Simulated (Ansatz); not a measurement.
# Effect of biaxial strain −1.80 %, plane normal [001], relaxed out of plane on CdSe

The parent structure is CdSe in the wurtzite structure (space group P6_3mc, No. 186; a = 4.3019 Å, c = 7.0210 Å). Axes: x lies along a and z along c of the hexagonal cell.

It is then changed as follows: compressive biaxial strain of 1.80 % in the plane normal to [001], as in epitaxy on a mismatched substrate; the out-of-plane cell vector and the atoms relax.

Method: PBEsol (Ansatz, an electronic-structure program; PAW; 420 eV plane waves; no SOC). Settings: 9×9×5 k-points, 0.05 eV Fermi–Dirac smearing.

```json
[
 {"quantity": "volume per atom", "base": "28.13 Å³", "changed": "27.58 Å³", "shift": "-0.555 Å³"},
 {"quantity": "space group", "base": "P6_3mc (No. 186)", "changed": "P6_3mc (No. 186)", "shift": "–"},
 {"quantity": "shortest interatomic distance", "base": "2.633 Å", "changed": "2.614 Å", "shift": "-0.0180 Å"},
 {"quantity": "pressure (mean of the normal stresses, compression positive)", "base": "0.00 GPa", "changed": "1.02 GPa", "shift": "+1.02 GPa"},
 {"quantity": "band gap", "base": "0.54 eV", "changed": "0.50 eV", "shift": "-0.04 eV"},
 {"quantity": "gap character", "base": "direct at Γ", "changed": "direct at Γ", "shift": "–"},
 {"quantity": "width of the top valence band", "base": "1.75 eV", "changed": "1.86 eV", "shift": "+0.11 eV"},
 {"quantity": "electron mass", "base": "0.055 mₑ (at Γ)", "changed": "0.058 mₑ out of plane, 0.055 mₑ in plane (at Γ)", "shift": "–"},
 {"quantity": "valence-band top at Γ (three highest levels, from the VBM)", "base": "0.00, 0.00, -0.05 eV", "changed": "0.00, 0.00, -0.22 eV", "shift": "–"},
 {"quantity": "out-of-plane strain", "base": "–", "changed": "+1.65 %", "shift": "–"},
 {"quantity": "ratio −ε⊥/ε∥", "base": "–", "changed": "0.92", "shift": "–"},
 {"quantity": "mean in-plane stress (compression positive)", "base": "–", "changed": "+1.5 GPa", "shift": "–"}
]
```

Effective masses come from finite differences of ±0.01 Å⁻¹. Whether these cells are dynamically stable was not tested.
